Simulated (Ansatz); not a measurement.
# Ti interstitial (beta Si3N4 host)

Calculation: PBE, PAW (plane waves to 420 eV; Ansatz, an electronic-structure program). A 1×1×3 supercell of 84 sites was used; the energies come from a 2×2×2 shifted sampling of its zone. Site at the start: void with 6N6Si nearest. Finite-size correction: monopole term and site-potential alignment. Dielectric constants: PBE linear response of the host. Host gap at this level: 4.25 eV. A cell of this size leaves errors of a few tenths of an eV. Levels are measured in PBE's own, too narrow, gap. Spin–orbit coupling is left out, and no Hubbard U is applied to the open shells. Each state is the lowest found from its start.

Formation energies E_f are given with the Fermi level at the valence-band maximum. Chemical conditions: N-rich (Δμ(Ti) = -3.43 eV, bounded by rock-salt TiN; only phases computed here count, gases as isolated molecules at 0 K); Si-rich (Δμ(Ti) = -1.70 eV, bounded by TiSi2 (Cmcm); only phases computed here count, gases as isolated molecules at 0 K). Reference phases: Ti: hcp Ti.

The name describes the start; the neighbours show where the added atom ended.

```json
[
 {"charge": "+3†", "moment (μB)": "1.0", "largest move off a lattice site (Å)": "0.20", "neighbours of the added atom at the end (Å)": "N 2.17, N 2.34, N 2.36, N 2.43, N 2.45", "image correction with alignment (eV)": "2.93", "E_f, N-rich (eV)": "–", "E_f, Si-rich (eV)": "–", "above the lowest spin state (eV)": "0.00"},
 {"charge": "+2", "moment (μB)": "2.0", "largest move off a lattice site (Å)": "0.14", "neighbours of the added atom at the end (Å)": "N 2.40, N 2.40, N 2.40, N 2.40, N 2.41, N 2.41", "image correction with alignment (eV)": "1.54", "E_f, N-rich (eV)": "2.80", "E_f, Si-rich (eV)": "1.07", "above the lowest spin state (eV)": "0.00"},
 {"charge": "+2†", "moment (μB)": "not spin-polarised", "largest move off a lattice site (Å)": "0.14", "neighbours of the added atom at the end (Å)": "N 2.39, N 2.39, N 2.39, N 2.39, N 2.41, N 2.41", "image correction with alignment (eV)": "1.54", "E_f, N-rich (eV)": "–", "E_f, Si-rich (eV)": "–", "above the lowest spin state (eV)": "0.94"},
 {"charge": "+1", "moment (μB)": "3.0", "largest move off a lattice site (Å)": "0.10", "neighbours of the added atom at the end (Å)": "N 2.44, N 2.44, N 2.44, N 2.44, N 2.45, N 2.45", "image correction with alignment (eV)": "0.54", "E_f, N-rich (eV)": "4.52", "E_f, Si-rich (eV)": "2.79", "above the lowest spin state (eV)": "0.00"},
 {"charge": "+1", "moment (μB)": "3.0", "largest move off a lattice site (Å)": "0.10", "neighbours of the added atom at the end (Å)": "N 2.44, N 2.44, N 2.44, N 2.44, N 2.45, N 2.45", "image correction with alignment (eV)": "0.54", "E_f, N-rich (eV)": "4.52", "E_f, Si-rich (eV)": "2.79", "above the lowest spin state (eV)": "0.00"},
 {"charge": "0", "moment (μB)": "2.0", "largest move off a lattice site (Å)": "0.09", "neighbours of the added atom at the end (Å)": "N 2.45, N 2.45, N 2.47, N 2.47, N 2.47, N 2.47", "image correction with alignment (eV)": "0.00", "E_f, N-rich (eV)": "8.12", "E_f, Si-rich (eV)": "6.38", "above the lowest spin state (eV)": "0.00"},
 {"charge": "0", "moment (μB)": "not spin-polarised", "largest move off a lattice site (Å)": "0.08", "neighbours of the added atom at the end (Å)": "N 2.46, N 2.46, N 2.47, N 2.47, N 2.47, N 2.47", "image correction with alignment (eV)": "0.00", "E_f, N-rich (eV)": "8.26", "E_f, Si-rich (eV)": "6.53", "above the lowest spin state (eV)": "0.14"}
]
```

† Not settled in this cell, so no level is given: charge +3: level within 0.1 eV of a band edge or past it.

Starting moments that weren't kept: charge +1 began with 1 μB and ended with 3.0; charge 0 began with 4 μB and ended with 2.0.

Transition levels above the valence-band maximum: ε(+2/+1) = 1.72 eV; ε(+1/0) = 3.59 eV. On the lower envelope of the bound states, inside the gap: (+2/+1) at 1.72 eV; (+1/0) at 3.59 eV.

Flagged in the runs: a doubtful potential alignment, a host whose relaxation on this sampling wasn't shown to rest, a strain field that reaches the edge of the cell.
